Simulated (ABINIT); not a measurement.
**Input and output of a self-consistent single point for KBr (Fm-3m, 2 atoms in the cell) (ABINIT)**

Computed with PBE, PAW (JTH v2.0 PBE PAW) (plane waves; ABINIT 10.0.3).

Input as run:

```
# KBr, JTH v2.0 PBE PAW
pp_dirpath "./"
pseudos "K.GGA_PBE-JTH.xml, Br.GGA_PBE-JTH.xml"
acell 3*1.0 Angstrom
rprim
         0.0000000000    3.3000000000    3.3000000000
         3.3000000000   -0.0000000000    3.3000000000
         3.3000000000    3.3000000000   -0.0000000000
natom 2
ntypat 2
znucl 19 35
typat 1 2
xred
         0.0000000000    0.0000000000    0.0000000000
         0.5000000000    0.5000000000    0.5000000000
ecut 21
pawecutdg 42
pawxcdev 0
occopt 3
tsmear 0.05 eV
nband 13
kptopt 1
ngkpt 6 6 6
nshiftk 1
shiftk 0 0 0
nstep 50
tolvrs 1.0e-11
prtwf 0
prtden 0
enunit 1
```

Log, with long lists cut:

```
 Symmetries : space group Fm -3 m (#225); Bravais cF (face-center cubic)

 -outvars: echo values of preprocessed input variables --------
            acell      1.8897261329E+00  1.8897261329E+00  1.8897261329E+00 Bohr
             ecut      2.10000000E+01 Hartree
           enunit           1
              ixc     -101130
         kptrlatt        6    0    0      0    6    0      0    0    6
          kptrlen      5.29150313E+01
            natom           2
            nband          13
            ngfft          40      40      40
          ngfftdg          54      54      54
             nkpt          16
            nstep          50
             nsym          48
           ntypat           2
           occopt           3
        pawecutdg      4.20000000E+01 Hartree
         pawxcdev           0
            rprim      0.0000000000E+00  3.3000000000E+00  3.3000000000E+00
                       3.3000000000E+00 -0.0000000000E+00  3.3000000000E+00
                       3.3000000000E+00  3.3000000000E+00 -0.0000000000E+00
          spgroup         225
           tolvrs      1.00000000E-11
           tsmear      1.83746627E-03 Hartree
            typat      1  2
           useylm           1
             xred      0.0000000000E+00  0.0000000000E+00  0.0000000000E+00
                       5.0000000000E-01  5.0000000000E-01  5.0000000000E-01
            znucl       19.00000   35.00000

== DATASET  1 ==================================================================

 Real(R)+Recip(G) space primitive vectors, cartesian coordinates (Bohr,Bohr^-1):
 R(1)=  0.0000000  6.2360962  6.2360962  G(1)= -0.0801784  0.0801784  0.0801784
 R(2)=  6.2360962  0.0000000  6.2360962  G(2)=  0.0801784 -0.0801784  0.0801784
 R(3)=  6.2360962  6.2360962  0.0000000  G(3)=  0.0801784  0.0801784 -0.0801784
 Unit cell volume ucvol=  4.8502980E+02 bohr^3
 Angles (23,13,12)=  6.00000000E+01  6.00000000E+01  6.00000000E+01 degrees

 Coarse grid specifications (used for wave-functions):

 getcut: wavevector=  0.0000  0.0000  0.0000  ngfft=  40  40  40
         ecut(hartree)=     21.000   => boxcut(ratio)=   2.19866

 Fine grid specifications (used for densities):

 getcut: wavevector=  0.0000  0.0000  0.0000  ngfft=  54  54  54
         ecut(hartree)=     42.000   => boxcut(ratio)=   2.09954

   6.84131910E+02                                ecore*ucvol(ha*bohr**3)

_setup2: Arith. and geom. avg. npw (full set) are    2229.412    2229.397

--- !BeginCycle
solver: {iscf: 17, nstep: 50, nline: 4, wfoptalg: 10, }
tolerances: {tolvrs: 1.00E-11, }
...

     iter   Etot(hartree)      deltaE(h)  residm     nres2
 ETOT  1  -42.174776724960    -4.217E+01 8.352E-02 2.734E+00
 ETOT  2  -42.251582858654    -7.681E-02 4.315E-03 1.111E+00
 ETOT  3  -42.249858005130     1.725E-03 3.912E-04 2.986E-01
 ETOT  4  -42.249833628715     2.438E-05 2.676E-04 1.850E-02
 ETOT  5  -42.250028460043    -1.948E-04 1.324E-04 6.417E-04
 ETOT  6  -42.250036024737    -7.565E-06 1.100E-04 1.878E-04
   [... 5 lines left out ...]
 ETOT 12  -42.250038628160     2.160E-11 1.257E-04 2.088E-09
 ETOT 13  -42.250038628159     1.037E-12 5.549E-05 1.378E-10
 ETOT 14  -42.250038628159    -1.492E-13 9.395E-05 2.954E-10
 ETOT 15  -42.250038628159    -5.684E-14 3.822E-05 3.378E-11
 ETOT 16  -42.250038628159     5.329E-13 6.160E-05 6.539E-12

 At SCF step   16       nres2   =  6.54E-12 < tolvrs=  1.00E-11 =>converged.

 Cartesian components of stress tensor (hartree/bohr^3)
  sigma(1 1)= -2.52727297E-05  sigma(3 2)=  0.00000000E+00
  sigma(2 2)= -2.52727297E-05  sigma(3 1)=  0.00000000E+00
  sigma(3 3)= -2.52727297E-05  sigma(2 1)=  0.00000000E+00

 ----iterations are completed or convergence reached----

 reduced coordinates (array xred) for    2 atoms
       0.000000000000      0.000000000000      0.000000000000
       0.500000000000      0.500000000000      0.500000000000
 cartesian forces (eV/Angstrom) at end:
    1     -0.00000000000000    -0.00000000000000    -0.00000000000000
    2     -0.00000000000000    -0.00000000000000    -0.00000000000000
 frms,max,avg= 0.0000000E+00 0.0000000E+00   0.000E+00  0.000E+00  0.000E+00 e/A
 length scales=  1.889726132886  1.889726132886  1.889726132886 bohr
              =  1.000000000000  1.000000000000  1.000000000000 angstroms
 Fermi (or HOMO) energy (eV) =   0.22417   Average Vxc (eV)=  -7.46566
 Eigenvalues (   eV  ) for nkpt=  16  k points:
 kpt#   1, nband= 13, wtk=  0.00463, kpt=  0.0000  0.0000  0.0000 (reduced coord)
 -29.09343  -13.61342  -12.57093  -12.57093  -12.57093   -1.32100   -1.32100   -1.32100
   3.11109    6.28378    6.28378    6.28378    7.10547
 prteigrs : prtvol=0 or 1, do not print more k-points.

--- !EnergyTerms
comment             : Components of total free energy in Hartree
kinetic             :  1.31330909313140E+01
hartree             :  9.87722662196096E+00
xc                  : -1.01825554540719E+01
Ewald energy        : -2.93989374552735E+01
psp_core            :  1.41049459283156E+00
local_psp           : -3.37496092840038E+01
spherical_terms     :  6.66025060709928E+00
internal            : -4.22500394401433E+01
'-kT*entropy'       :  1.25439292353276E-15
total_energy        : -4.22500394401433E+01
total_energy_eV     : -1.14968204130588E+03
...

-Cartesian components of stress tensor (GPa)         [Pressure=  7.4355E-01 GPa]
- sigma(1 1)= -7.43549254E-01  sigma(3 2)=  0.00000000E+00
- sigma(2 2)= -7.43549254E-01  sigma(3 1)=  0.00000000E+00
- sigma(3 3)= -7.43549254E-01  sigma(2 1)=  0.00000000E+00

 Calculation completed.
```

The run converged in 16 iterations.

The starting cell has typed, rounded lattice constants, without a prior relaxation at this level.

Cost on one core of a shared machine: roughly 50 s.
